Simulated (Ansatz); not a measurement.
Consider Al$_{2}$O$_{3}$ in the corundum structure (space group R-3c, No. 167).

```yaml
crystal:
  lattice:
    - [2.40441, 1.38819, 4.37463]
    - [-2.40441, 1.38819, 4.37463]
    - [0.00000, -2.77638, 4.37463]
  atoms:
    - { symbol: Al, position: [0.35215, 0.35215, 0.35215] }
    - { symbol: Al, position: [0.14785, 0.14785, 0.14785] }
    - { symbol: Al, position: [0.64785, 0.64785, 0.64785] }
    - { symbol: Al, position: [0.85215, 0.85215, 0.85215] }
    - { symbol: O, position: [0.55618, 0.94382, 0.25000] }
    - { symbol: O, position: [0.25000, 0.55618, 0.94382] }
    - { symbol: O, position: [0.94382, 0.25000, 0.55618] }
    - { symbol: O, position: [0.44382, 0.05618, 0.75000] }
    - { symbol: O, position: [0.75000, 0.44382, 0.05618] }
    - { symbol: O, position: [0.05618, 0.75000, 0.44382] }
```

Calculations: plane-wave PAW DFT at the PBE level (Ansatz, a program for electronic structure, 420 eV), no spin-orbit coupling.

One change was made to it. Results:

```
quantity            base    after
---------------  -------  -------
volume per atom  8.76 Å³  8.73 Å³
band gap         5.85 eV  5.90 eV
```

Task: What was done to the base?
A. pressure −2 GPa
B. pressure 0.9 GPa
C. pressure 4.5 GPa

Result: B, pressure 0.9 GPa. For comparison, the band gap in the other runs: pressure 4.5 GPa gives 6.08 eV; pressure −2 GPa gives 5.74 eV.

Load acts through the strain it causes; cell and atoms are relaxed under it. No phonon test of stability was made.
